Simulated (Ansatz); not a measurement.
# B2O3: O → N

The reference is B₂O₃ (space group Cmc2_1, No. 36; a = 7.826 Å, b = 4.624 Å, c = 4.134 Å; a cell from a computed database, its experimental status unchecked).

The change: every O is replaced by N; the structure is relaxed again.

The values are results of PBEsol/PAW in Ansatz (a program for electronic structure), without spin-orbit coupling, not measurements. k-mesh 12×12×11 (Γ-centred); smearing 0.05 eV (Fermi–Dirac), for the changed cell.

The volume per atom increases by 0.27 Å³, from 7.48 Å³ to 7.75 Å³ and the density falls by 0.36 g/cm³ to 2.73 g/cm³. The space group is still Cmc2_1 (No. 36) and the shortest interatomic distance grows by 0.122 Å to 1.503 Å. The band gap goes from 8.42 eV to zero.

Final structure:

```yaml
crystal:
  lattice:
    - [3.48572, -2.50492, 0.00000]
    - [3.48572, 2.50492, 0.00000]
    - [0.00000, 0.00000, 4.43738]
  atoms:
    - { symbol: B, position: [0.06223, 0.33386, 0.54602] }
    - { symbol: B, position: [0.93777, 0.66614, 0.04602] }
    - { symbol: B, position: [0.66614, 0.93777, 0.54602] }
    - { symbol: B, position: [0.33386, 0.06223, 0.04602] }
    - { symbol: N, position: [0.73950, 0.26050, 0.61593] }
    - { symbol: N, position: [0.26050, 0.73950, 0.11593] }
    - { symbol: N, position: [0.90336, 0.65172, 0.38231] }
    - { symbol: N, position: [0.09664, 0.34828, 0.88231] }
    - { symbol: N, position: [0.34828, 0.09664, 0.38231] }
    - { symbol: N, position: [0.65172, 0.90336, 0.88231] }
```

Cost of the whole job for the changed cell (relaxation, final SCF and bands): very roughly 8 core-minutes.

Stability against distortions was not tested. As relaxed here, B2N3 is a hypothetical phase, not in the database extracts checked. The final runs are not spin-polarised.
